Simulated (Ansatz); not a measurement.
Pressure series in Mg

Take Mg in the hcp (Mg type) structure (space group P6_3/mmc, No. 194; a = 3.1667 Å, c = 5.1890 Å) as the base.

Cell and atoms are relaxed at each pressure.

Level of theory: PBEsol (Ansatz, a quantum-chemistry and plane-wave program, PAW, spin-orbit coupling left out).

| pressure (GPa) | volume per atom (Å³/atom) |
|---|---|
| -2 | 23.939 |
| -1 | 23.176 |
| 0 | 22.532 |
| 0.9 | ? |
| 2.1 | 21.413 |
| 4.5 | 20.404 |
| 15 | 17.585 |
| 22.5 | 16.324 |
| 30 | 15.367 |

Question: Fit the third-order Birch–Murnaghan form P(V) = (3B₀/2)[(V₀/V)^(7/3) − (V₀/V)^(5/3)]·[1 + (3/4)(B₀′ − 4)((V₀/V)^(2/3) − 1)] (squares taken in P) to the rows shown and predict the withheld row.

Answer: Least squares on the printed values gives V₀ = 22.534 Å³/atom, B₀ = 37.5 GPa, B₀′ = 3.9; this predicts 22.022 Å³/atom, and the run gives 22.017 Å³/atom, 0.005 lower.

Load acts through the strain it causes; cell and atoms are relaxed under it. Stability against distortions was not tested. No other phases were tried under pressure.
